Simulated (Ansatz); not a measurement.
fluorite-type CoSi2 (1 1 0) on silicon (1 1 0) (film strained to the substrate, started from cuts of the bulks and a machine-learned relaxation)

A periodic stack without vacuum, fluorite-type CoSi2 (1 1 0) on silicon (1 1 0) (film strained to the substrate, started from cuts of the bulks and a machine-learned relaxation): substrate slab Si16, film Co6Si12, surface cells [[0, -1], [1, -1]] and [[0, -1], [1, -1]], film strained by +2.1 and +2.1 %, outermost planes Si/Si and CoSi/CoSi as cut, which need not be the usual terminations and can put a slab off its formula.

The start was prepared with a machine-learned potential, and the result is one local minimum, with the in-plane cell held and forces under 0.04 eV/Å; the film can end far from its bulk form.

Computed with PBE (plane waves to 420 eV, PAW; Ansatz, a program for electronic structure). Scalar-relativistic, without spin–orbit coupling; the runs are not spin-polarised; PBE gaps are too small against experiment. Its k-point mesh 10×6×1, Fermi–Dirac width 0.05 eV.

| Property | Result |
|---|---|
| interface area | 21.2 Å² |
| period | 26.66 Å |
| gaps between the outermost planes at the two interfaces | 1.81 and 1.82 Å |
| Si–Si contacts across the interfaces within 1.22 times the sum of covalent radii | 2, mean 2.35 Å |
| Co–Si contacts across the interfaces within 1.22 times the sum of covalent radii | 2, mean 2.33 Å |
| hole barrier (PBE) | 0.35 eV |
| electron barrier (PBE) | 0.26 eV |

```xyz
34
Lattice="3.8678 -0.0003 -0.0232 3.8674 5.4678 -0.1797 2.0926 1.4915 26.6171" Properties=species:S:1:pos:R:3 pbc="T T T"
Si     2.5806     2.1282     2.7347
Si     4.5145     3.4841     2.7434
Si     4.5089     4.7890     0.7879
Si     2.5687     0.7874     0.7668
Si     2.6082     2.2411     6.6201
Si     4.5423     3.6071     6.5739
Si     4.5294     4.9242     4.6116
Si     2.5959     0.8187     4.7180
Si     2.6297     2.3517    10.5002
Si     4.5634     3.7139    10.4235
Si     4.5532     5.0318     8.4612
Si     2.6198     0.9299     8.5984
Si     2.6483     2.3801    14.4500
Si     4.5854     3.8451    14.2477
Si     4.5730     5.1530    12.2922
Si     2.6402     1.0412    12.4824
Co     4.5816     3.6002    18.0525
Co     6.5081     6.4374    16.1264
Co     4.6001     3.7354    21.8132
Co     6.5237     6.3862    19.8433
Co     4.6281     3.6856    25.5275
Co     6.5484     6.5220    23.6021
Si     6.5157     4.9700    17.9904
Si     4.5753     5.0531    16.2689
Si     4.5745     2.1010    16.3828
Si     2.6483     2.2957    18.2017
Si     6.5349     5.0639    21.7605
Si     4.5903     5.0559    19.8945
Si     4.5899     2.2767    19.9998
Si     2.6658     2.3773    21.8355
Si     6.5635     5.0698    25.3859
Si     4.6145     5.1530    23.6646
Si     4.6142     2.3562    23.6338
Si     2.6930     2.5543    25.4522
```
